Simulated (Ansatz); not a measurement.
Base system: MgB$_{2}$ (space group P6/mmm, No. 191; a = 3.075 Å, c = 3.525 Å; relaxed with 0.1 eV smearing). Axes: x lies along a and z along c of the hexagonal cell.

The values are results of Ansatz (a quantum-chemistry and plane-wave program), PBE, PAW, cutoff 420 eV, scalar-relativistic without spin-orbit coupling, not measurements.

The change: biaxial strain +2.00 %, plane normal [001], relaxed out of plane (Cartesian); in-plane vectors clamped, the third vector and the atoms free.

Problem. What does the calculation give for the out-of-plane strain and in-plane stress after the change?

Solution. The out-of-plane strain amounts to -0.54 %; the mean in-plane stress (compression positive) amounts to -8.7 GPa.

Whether these cells are dynamically stable was not tested. All final runs are without spin polarisation.
